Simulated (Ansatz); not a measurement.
The reference is MgS in the rock salt structure (space group Fm-3m, No. 225; a = 5.203 Å). Axes: x, y, z lie along the cube axes.

Computed with Ansatz (a quantum-chemistry and plane-wave program) r2SCAN, no spin-orbit coupling.

For the base:

The band gap is 3.46 eV and the volume per atom comes out as 17.61 Å³.

Perturbation: compressive biaxial strain of 2.50 % in the plane normal to [111], as in epitaxy on a mismatched substrate; the out-of-plane cell vector and the atoms relax.

**Question.** What does the calculation give for the band gap after the change?

**Answer.** The band gap shrinks by 0.086 eV, from 3.46 eV to 3.38 eV.

**Question.** What happens to the volume per atom?

**Answer.** The volume per atom shrinks by 0.66 Å³ to 16.95 Å³.

**Question.** What happens to the energy relative to the base?

**Answer.** The energy rises by 13 meV/atom.

No phonon test of stability was made.
